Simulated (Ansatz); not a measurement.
Abridged Ansatz (a quantum-chemistry and plane-wave program) output:

```
Relaxation: its limit of steps is 50 (relax.max_steps)
Pseudopotential: I, paw, valence charge 17
Pseudopotential: Cu, paw, valence charge 19
Crystal: 2 atoms, lattice volume = 54.091 Å³
Basis set: ecut = 500 eV, 1375 PW (Γ), exchange–correlation on 128×128×128 points (64 copies of the dense FFT grid, shifted against one another)
Bands: 22, of which v1, the nominal top of the filled ones, is band 18 counted from 1 (17 counted from 0)
Symmetry: 6 space group operations
k-points: 116 of 1000 (time reversal used)
Functional: x = r2scan, c = r2scan; τ floored in thin density (d = 2e-4 eV/Å³)
SCF iter   1: F=—  HF=-14159.671125 eV  |F-HF|=—  |Δ(HF+E_count)|=         —  Δρ=2.37e-2  dr2=1.79e-1  dr2_τ=1.11e-3  ethr=1.77e-3  ⟨swp⟩=6.0  Hψ=12572  notcnv=0
SCF iter   2: F=—  HF=-14159.715320 eV  |F-HF|=—  |Δ(HF+E_count)|=   4.42e-2  Δρ=2.78e-2  dr2=2.78e-1  dr2_τ=1.57e-3  ethr=4.97e-4  ⟨swp⟩=3.0  Hψ=6477  notcnv=0
SCF 1 converged in 8 iterations: F = -14159.644402 eV  dr2 = 1.16e-9
relax step   1: F+E_penalty+E_count = -14159.64440169 eV  Δ(F+E_penalty+E_count) = +0.000e0 eV  max|allowed force component| = 4.258e-2 eV/Å  Δτ_max = 0.0000 Å  P = +0.443 GPa  Ω = 54.091 Å³  fix = [a, b, gamma]  reactions: a +0.696, b +0.696 GPa  (8 SCF iters, dr2 threshold 1.00e-7 eV, accepted)
[... steps on the carried basis left out ...]
relax step   4: F+E_penalty+E_count = -14159.64475992 eV  Δ(F+E_penalty+E_count) = +2.416e-6 eV  max|allowed force component| = 6.397e-5 eV/Å  Δτ_max = 0.0001 Å  P = +0.353 GPa  Ω = 54.185 Å³  energy of the carried Pulay correction = -2.776e-5 eV  fix = [a, b, gamma]  reactions: a +0.529, b +0.529 GPa  (5 SCF iters, dr2 threshold 1.56e-9 eV, accepted)
Crystal: 2 atoms, lattice volume = 54.185 Å³
SCF iter   1: F=—  HF=-14159.644764 eV  |F-HF|=—  |Δ(HF+E_count)|=         —  Δρ=8.18e-5  dr2=7.68e-8  dr2_τ=2.70e-9  ethr=5.01e-7  ⟨swp⟩=3.0  Hψ=18423  notcnv=0
SCF iter   2: F=—  HF=-14159.644783 eV  |F-HF|=—  |Δ(HF+E_count)|=   1.95e-5  Δρ=4.17e-5  dr2=4.28e-8  dr2_τ=2.77e-7  ethr=2.13e-10  ⟨swp⟩=3.0  Hψ=5547  notcnv=0
SCF 5 converged in 7 iterations: F = -14159.644786 eV  dr2 = 4.71e-13
SCF converged after 7 iterations
Free energy (F): -14159.644786 eV
Internal energy: -14159.644786 eV  (E = F + TS)
E sigma→0 (E₀):  -14159.644786 eV
Fermi energy:    9.275763 eV
--- Forces (eV/Å), atoms counted from 1 ---
  atom   1  I     -0.00000000     0.00000000     0.00006095
  atom   2  Cu     0.00000000    -0.00000000    -0.00006096
--- Stress (GPa, compression-positive) ---
        0.529069       0.000000       0.000000
        0.000000       0.529069      -0.000000
        0.000000      -0.000000       0.001543
  P = ⅓ Tr σ = 0.3532 GPa (3.532 kbar)
--- Relaxed structure (4 steps of the walk, 4 accepted, 1 SCFs on fresh bases) ---
  cell:  # Å, volume = 54.1854 Å³
    - [4.231239132697093, 2.8867563479318354e-11, 4.042814589635141e-11]
    - [2.1156195663235464, 3.6643605784169515, 2.708088809847156e-12]
    - [2.1156195663234887, -1.2214535261030433, 3.494755741535605]
  atoms:
    - { symbol: I, position: [0.49820826403191204, 0.7508958679840441, 0.2526876039521321] }
    - { symbol: Cu, position: [0.0017917359680880778, -0.000895867984044039, -0.002687603952132116] }
```

**Question.** What was computed, and what are the main results?

**Answer.** CuI, 2 atoms in the cell, with DFT with r2SCAN, PAW potentials and a 500 eV plane-wave cutoff in Ansatz, no spin-orbit coupling. The last SCF converged to F = -14159.644786 eV, or -7079.8224 eV per atom, at a pressure of 0.35 GPa. The total energy compares only with runs of the same code, potentials and settings.

Spin-orbit coupling, missing from the scalar runs, can matter with I. The cells carry an imposed strain or load. Whether these cells are dynamically stable was not tested. The final runs are not spin-polarised. The cell was made from CuI in the zinc blende structure (space group F-43m, No. 216) by this change: biaxial strain −0.65 %, plane normal [111], relaxed out of plane.

Keys are those of Ansatz 0.2.
